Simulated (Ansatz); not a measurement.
## Tl5Te3: tensor shear ε_xy = +1.54 %

Start from Tl5Te3 (space group I4/mcm, No. 140; a = 8.769 Å, c = 12.760 Å). Axes: x, y, z lie along a, b, c of the conventional cell.

It is then changed as follows: a pure shear with ε_xy = ε_yx = 0.0154; the atoms relax in the strained cell.

All numbers come from PBEsol (Ansatz, a first-principles code, PAW, no spin-orbit coupling). Settings: 6×6×6 k-points, 0.05 eV Fermi–Dirac smearing.

The volume per atom stays essentially unchanged (30.66 Å³ against 30.65 Å³) and the space group goes from I4/mcm (No. 140) to Fmmm (No. 69). The shortest interatomic distance drops by 0.025 Å, from 3.152 Å to 3.127 Å and the energy rises by 1.5 meV/atom. The band gap remains zero and the stress (xx, yy, zz, yz, xz, xy; compression positive) amounts to (0.0, 0.0, 0.0, 0.0, 0.0, -0.5) GPa (rough).

Without a gap, meshes like the base's 6×6×6 leave anisotropic stresses uncertain by several tenths of a GPa, and small strain energies with them. No phonon test of stability was made. The final runs are not spin-polarised.
